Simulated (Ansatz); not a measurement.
An Ansatz (a program for electronic structure) run: a single point on MoTe2, its geometry relaxed with PBEsol-D3(BJ); HSE06 (Ansatz, PAW, no spin-orbit coupling).

Input:

Ansatz 0.2 input:
```yaml
crystal:
  lattice:
    - [3.4339503798, 0, 0]
    - [-1.7169751899, 2.9738882643, 0]
    - [0, 0, 13.3303439877]
  atoms:
    - { symbol: Mo, position: [0.3333333333, 0.6666666667, 0.75] }
    - { symbol: Mo, position: [0.6666666667, 0.3333333333, 0.25] }
    - { symbol: Te, position: [0.3333333333, 0.6666666667, 0.1137964958] }
    - { symbol: Te, position: [0.6666666667, 0.3333333333, 0.6137964958] }
    - { symbol: Te, position: [0.6666666667, 0.3333333333, 0.8862035042] }
    - { symbol: Te, position: [0.3333333333, 0.6666666667, 0.3862035042] }
basis: { ecutwfc: 420, ecutrho_ratio: 4, xc_grid: 2, fft_grid_basis: typed }
kpoints: { mp_grid: { grid: [8, 8, 2] } }
hamiltonian:
  xc: hse06
  dispersion: none
  pseudopotentials: { kind: paw }
scf: { occupations: { method: fermi_dirac, width: 0.01 } }
output: { eigenvalues: true, eigenstates: { kpoints: [[0.0625, 0.0625, 0], [0.1875, 0.1875, 0], [0, 0, 0], [0.333333, 0.333333, 0], [0.333333, 0.333333, 0.5], [0.5, 0, 0]] } }
```

Output (explanatory and most iteration lines left out):

```
Pseudopotential: Mo, paw, valence charge 14
Pseudopotential: Te, paw, valence charge 16
Crystal: 6 atoms, lattice volume = 136.132 Å³
Basis set: ecut = 420 eV, 2625 PW (Γ), exchange–correlation on 48×48×180 points (8 copies of the dense FFT grid, shifted against one another)
Bands: 56, of which v1, the nominal top of the filled ones, is band 46 counted from 1 (45 counted from 0)
Symmetry: 24 space group operations
Space group: P63/mmc (ITA 194), of the structure as read, at distance tolerance 5.1e-5 Å
k-points: 20 of 128
Functional: x = pbe(κ = 0.804, μ = 0.2195149727645171), c = pbe(β = 0.06672455060314922), warm-up for x = pbe(κ = 0.804, μ = 0.2195149727645171) + 0.25 (exact …
SCF iter   1: F=—  HF=-37832.988331 eV  |F-HF|=—  |Δ(HF+E_count)|=         —  Δρ=4.94e-3  dr2=2.25e-2  ethr=1.77e-3  ⟨swp⟩=7.2  Hψ=4474  notcnv=0
SCF iter   2: F=—  HF=-37832.994879 eV  |F-HF|=—  |Δ(HF+E_count)|=   6.55e-3  Δρ=2.43e-3  dr2=3.85e-3  ethr=2.44e-5  ⟨swp⟩=3.5  Hψ=2552  notcnv=0  defer=6
SCF 1 stopped early in 5 iterations: F = -37832.997626 eV  dr2 = 5.93e-7
Crystal: 6 atoms, lattice volume = 136.132 Å³
Functional: x = pbe(κ = 0.804, μ = 0.2195149727645171) + 0.25 (exact − pbe) at short range (hse, ω = 0.20786987370883472 Å⁻¹), c = pbe(β = 0.06672455060314922); HSE06 as pw.x's `hse` composes it (authors' and Libxc's form: `xc: wpbeh`)
SCF iter   1: F=—  HF=-37854.877950 eV  |F-HF|=—  |Δ(HF+E_count)|=         —  Δρ=1.06e-2  dr2=3.47e-1  ethr=6.44e-9  ⟨swp⟩=12.1  Hψ=6832  notcnv=0
SCF iter   2: F=—  HF=-37855.062925 eV  |F-HF|=—  |Δ(HF+E_count)|=   1.85e-1  Δρ=1.86e-2  dr2=1.86e0  ethr=6.44e-9  ⟨swp⟩=7.0  Hψ=6008  notcnv=0  recentre
SCF 2 stopped early in 7 iterations: F = -37854.836053 eV  dr2 = 1.77e-6
Crystal: 6 atoms, lattice volume = 136.132 Å³
SCF iter   1: F=—  HF=-37854.836256 eV  |F-HF|=—  |Δ(HF+E_count)|=         —  Δρ=4.81e-5  dr2=4.64e-6  ethr=1.19e-6  ⟨swp⟩=5.2  Hψ=2341  notcnv=0
SCF iter   2: F=—  HF=-37854.836256 eV  |F-HF|=—  |Δ(HF+E_count)|=   1.44e-7  Δρ=2.31e-5  dr2=5.09e-7  ethr=3.75e-10  ⟨swp⟩=2.1  Hψ=5156  notcnv=0  defer=3
SCF 3 converged in 4 iterations: F = -37854.836257 eV  dr2 = 4.70e-9
Free energy (F): -37854.836257 eV
Internal energy: -37854.836257 eV  (E = F + TS)
E sigma→0 (E₀):  -37854.836257 eV
Fermi energy:    14.521293 eV
```

Single points use the geometry relaxed with PBEsol-D3(BJ). The hybrid gap comes from the SCF mesh plus the semilocal run's edge points and a few special points and is an upper bound. Spin-orbit coupling, missing from the scalar runs, can matter with Te. Whether these cells are dynamically stable was not tested. The cell is MoTe2 in the 2H-MoS2 type structure (space group P6_3/mmc, No. 194; layered, stacked along the Cartesian z axis).
